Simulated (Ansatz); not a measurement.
Input and output of a self-consistent single point for the (100) slab of NaCl (cut from a parent of space group no. 225; 8 atoms in the cell) (Ansatz, a program for electronic structure).

Method: revPBE, PAW files made with PBE (plane waves; Ansatz).

```
CELL_PARAMETERS angstrom
      4.02806     0.00000     0.00000
     -4.02806     4.02806     0.00000
      0.00000     0.00000    20.38220
ATOMIC_POSITIONS crystal
  Cl 0.00000 0.00000 0.29437
  Cl 0.00000 0.50000 0.43146
  Cl 0.00000 0.00000 0.56854
  Cl 0.00000 0.50000 0.70562
  Na 0.00000 0.00000 0.43146
  Na 0.00000 0.50000 0.29437
  Na 0.00000 0.00000 0.70562
  Na 0.00000 0.50000 0.56854
```

Reference input (self-consistent single point, DFT, revPBE, plane waves, PAW files made with PBE): basis.ecutwfc = 420 eV; kpoints.mp_grid.grid = 9 9 1; hamiltonian.xc = revpbe; hamiltonian.pseudopotentials = {kind: paw} (the program's default PAW files); scf.occupations.method = cold; scf.occupations.width = 0.1 eV; efield.axis = 3; efield.dipole_correction = true. This run's input differs from it in these lines:

Ansatz 0.2 input:
```diff
@@ -16,3 +16,3 @@
 basis:
-  ecutwfc: 420.0
+  ecutwfc: 170.0
 kpoints:
```

Output, abridged:

```
SCF iter   1: F=—  HF=-10269.961931 eV  |F-HF|=—  |Δ(HF+E_count)|=         —  Δρ=5.52e-2  dr2=6.13e0  ethr=3.10e-3  p=0.000 e·Å  D=1.42e-8 V/Å  ΔV_dip=-0.00 eV  dr2_dipole=1.07e-8  V_vac-E_F(+/−)=6.54/6.54 eV  ⟨swp⟩=8.9  Hψ=2865  notcnv=0
all-band conjugate gradients solve this SCF's bands
efield: sawtooth ramp at fractional position 0.9500 (placed from the atoms, in the widest stretch of the axis that holds none …
   [... lines left out ...]
SCF 1 converged in 9 iterations: F = -10266.954221 eV  dr2 = 4.21e-9
Stability not checked (fill_not_monotonic)
Free energy (F): -10266.954221 eV
Internal energy: -10266.954221 eV  (E = F + TS)
E sigma→0 (E₀):  -10266.954221 eV
Fermi energy:    0.266565 eV
Dipole field:    D = -0.000003 V/Å  (p = -0.000006 e·Å, saw-weighted, corrected)
Work function:   Φ+ = withheld (plateau slope 2.3e-2 eV/Å)   Φ− = withheld (plateau slope 2.3e-2 eV/Å)
Levels:          The Fermi level and band energies are counted from a zero that moves with the ramp; work functions are not
   [... lines left out ...]
  atom   2  Cl     0.00000000     0.00000000     0.00026170
  atom   3  Cl     0.00000000     0.00000000    -0.00035957
  atom   4  Cl     0.00000000    -0.00000000     0.30976272
  atom   5  Na    -0.00000000     0.00000000    -0.00897657
  atom   6  Na    -0.00000000     0.00000000     0.11696270
  atom   7  Na    -0.00000000     0.00000000    -0.11684375
  atom   8  Na     0.00000000     0.00000000     0.00884143
```

The run converged in 9 iterations. Against the reference run the free energy rises by 3.70 eV/atom, the largest force hardly changes (0.316 to 0.310 eV/Å) and the gap on the mesh goes from 4.977 to 4.954 eV.

The starting cell comes from a database of computed structures (which also holds hypothetical and non-ambient phases and stackings), without a prior relaxation at this level. The slab is cut from that crystal, and its faces are unrelaxed. Its lattice was rescaled in the plane by a random factor within 2.5 % of one. Spin polarisation is off, though cut faces can carry moments; a gap of a slab can lie between surface states. The cutoff lies below the one recommended for these files.
